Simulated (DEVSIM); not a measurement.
## Si n-i-p diode

Device: Si n-i-p diode, at 300 K.

| layer (left to right) | material | thickness (μm) | Nd (cm⁻³) | Na (cm⁻³) | τn (s) | τp (s) |
|---|---|---|---|---|---|---|
| 1 | Si | 0.960 | 4.2e18 | - | 0.0008 | 0.0008 |
| 2 | Si | 1.80 | - | 3.5e11 | 0.0008 | 0.0008 |
| 3 | Si | 0.230 | - | 1.6e18 | 0.0008 | 0.0008 |

Left contact: ohmic. Right contact: ohmic. Voltage is applied to the left contact. Recombination: SRH at mid-gap, radiative. Gap narrowing is on: ΔEg = 6.92 meV × (l + √(l² + 0.5)), l = ln(N/1.3e17 cm⁻³), shared equally by both band edges. Mobility is constant in doping.

The device is made up for the run: typed textbook-type constants, with dimensions and the other settings drawn at random. Values at 300 K.

```tsv
parameter	Si
gap (eV)	1.124
affinity (eV)	4.05
permittivity	11.7
Nc (cm⁻³)	2.86e19
Nv (cm⁻³)	3.1e19
μn (cm²/Vs)	1417
μp (cm²/Vs)	470
B (cm³/s)	4.7e-15
```

Simulated with DEVSIM: 1D drift-diffusion, Boltzmann statistics, complete ionisation; no tunnelling, impact ionisation, image-force lowering or self-heating.

| Item | Result |
|---|---|
| Potential step across the device at zero bias | 0.956 V |
| Dark forward voltage at 1 A/cm² | 0.603 V |
| Dark forward voltage at 100 A/cm² | 0.728 V |

Dark reverse current:

```
V (V)  J (A/cm²)
-----  ---------
0.04     7.6e-11
0.10     1.1e-10
0.20     1.2e-10
0.30     1.4e-10
0.40     1.5e-10
0.60     1.7e-10
0.80     1.8e-10
1.00     1.9e-10
1.30     2.0e-10
1.60     2.1e-10
2.00     2.2e-10
```

Dark forward current:

(V (V), J (A/cm²)): (-0.05, -4.9e-10); (-0.10, -3.7e-9); (-0.15, -2.5e-8); (-0.25, -1.2e-6); (-0.30, -8.2e-6); (-0.35, -5.7e-5); (-0.40, -0.00039); (-0.50, -0.019); (-0.55, -0.13); (-0.60, -0.88); (-0.65, -5.9); (-0.75, -220); (-0.80, -1100); (-0.85, -4400)
